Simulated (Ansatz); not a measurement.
## A computed series for AlRu: pressure series

Base system: AlRu in the CsCl type structure (space group Pm-3m, No. 221; a = 2.9825 Å).

Cell and atoms are relaxed at each pressure.

Level of theory: DFT with r2SCAN, PAW potentials and a 500 eV plane-wave cutoff in Ansatz (a program for electronic structure), spin-orbit coupling left out.

Two rows of this table had their results exchanged by mistake.

| pressure | volume per atom (Å³) | shortest distance (Å) | band gap |
|---|---|---|---|
| pressure −2 GPa | 13.39 | 2.591 | zero |
| pressure −1 GPa | 13.33 | 2.587 | zero |
| pressure 0.9 GPa | 13.21 | 2.579 | zero |
| pressure 2.1 GPa | 13.14 | 2.575 | zero |
| pressure 4.5 GPa | 11.91 | 2.492 | zero |
| pressure 9 GPa | 12.78 | 2.551 | zero |
| pressure 15 GPa | 12.50 | 2.532 | zero |
| pressure 22.5 GPa | 12.19 | 2.511 | zero |
| pressure 30 GPa | 13.01 | 2.566 | zero |

Q: Which two?

A: The rows for pressure 4.5 GPa and pressure 30 GPa: the volume has to fall steadily with pressure, so 13.01 Å³ belongs to pressure 4.5 GPa and 11.91 Å³ to pressure 30 GPa.

Load acts through the strain it causes; cell and atoms are relaxed under it. Stability against distortions was not tested. No other phases were tried under pressure. The final runs are not spin-polarised.
